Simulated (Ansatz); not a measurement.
# SiC with two functionals, pressure −2 GPa

Consider SiC in the zinc blende structure (space group F-43m, No. 216; a = 4.380 Å).

(Cell as relaxed with PBE.)

Levels (all Ansatz, an electronic-structure program, PAW, earlier PAW set): PBE (420 eV, no SOC); r2SCAN (500 eV, without spin-orbit coupling).

Each level relaxes its own structure.

```
base                      PBE    r2SCAN
-------------------  --------  --------
volume per atom      10.50 Å³  10.34 Å³
lattice parameter a   4.380 Å   4.357 Å
band gap              1.37 eV   1.71 eV
```

Perturbation: a negative pressure, −2 GPa.

| quantity | PBE | r2SCAN |
|---|---|---|
| electron mass | 0.68 mₑ along k, 0.23 mₑ across (at X) | … |
| lattice parameter a | 4.394 Å | … |

Q: Predict the r2SCAN column.

A: 
- electron mass, r2SCAN: 0.64 mₑ along k, 0.23 mₑ across (at X)
- lattice parameter a, r2SCAN: 4.370 Å

PBE's lattice parameter a lies 0.024 Å above r2SCAN's (0.5 %). Neither level is exact; r2SCAN is the comparison here, not a measurement.

Load acts through the strain it causes; cell and atoms are relaxed under it. Effective masses come from finite differences of ±0.01 Å⁻¹. Along k means along the line from Γ to the band edge. Stability against distortions was not tested.
